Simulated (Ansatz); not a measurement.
# Response to strain in MoSi2

Take MoSi₂ (space group I4/mmm, No. 139; relaxed with 0.1 eV smearing) as the base.

```yaml
crystal:
  lattice:
    - [-1.60839, 1.60839, 3.93729]
    - [1.60839, -1.60839, 3.93729]
    - [1.60839, 1.60839, -3.93729]
  atoms:
    - { symbol: Si, position: [0.66492, 0.66492, 0.00000] }
    - { symbol: Si, position: [0.33508, 0.33508, 0.00000] }
    - { symbol: Mo, position: [0.00000, 0.00000, 0.00000] }
```

Cartesian axes are those of the cell as printed.

Strains are applied to the cell and any free atomic positions relax; under biaxial strain the out-of-plane vector relaxes too.

All numbers come from PBE (Ansatz, a quantum-chemistry and plane-wave program, PAW, no SOC).

Candidates:
(a) biaxial strain −3.00 %, plane normal [001], relaxed out of plane
(b) biaxial strain −1.00 %, plane normal [001], relaxed out of plane
(c) biaxial strain +3.00 %, plane normal [001], relaxed out of plane

Notes on the quantities. energy relative to the base: free energy F.

### Question
Order them by energy relative to the base, lowest first.

### Answer
(b) biaxial strain −1.00 %, plane normal [001], relaxed out of plane (+4.1 meV/atom), (c) biaxial strain +3.00 %, plane normal [001], relaxed out of plane (+33 meV/atom), (a) biaxial strain −3.00 %, plane normal [001], relaxed out of plane (+38 meV/atom)

Whether these cells are dynamically stable was not tested. All final runs are without spin polarisation.
